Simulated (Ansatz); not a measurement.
Base system: TiAl (space group P4/mmm, No. 123; a = 2.7963 Å, c = 4.0381 Å; relaxed with 0.1 eV smearing). Axes: x, y, z lie along a, b, c of the conventional cell.

Computed with Kohn–Sham DFT with the PBEsol functional, run in Ansatz (an electronic-structure program) with PAW and 420 eV plane waves, spin-orbit coupling left out.

Base values:

- Pressure = 0.0 GPa

Modification: compressive biaxial strain of 1.00 % in the plane normal to [001], as in epitaxy on a mismatched substrate; the out-of-plane cell vector and the atoms relax.

Task: How does this affect the pressure?

Result: The pressure (mean of the normal stresses, compression positive) goes from zero to 1.2 GPa.

Task: How does this affect the out-of-plane strain?

Result: The out-of-plane strain is +1.03 %.

No phonon test of stability was made. All final runs are without spin polarisation.
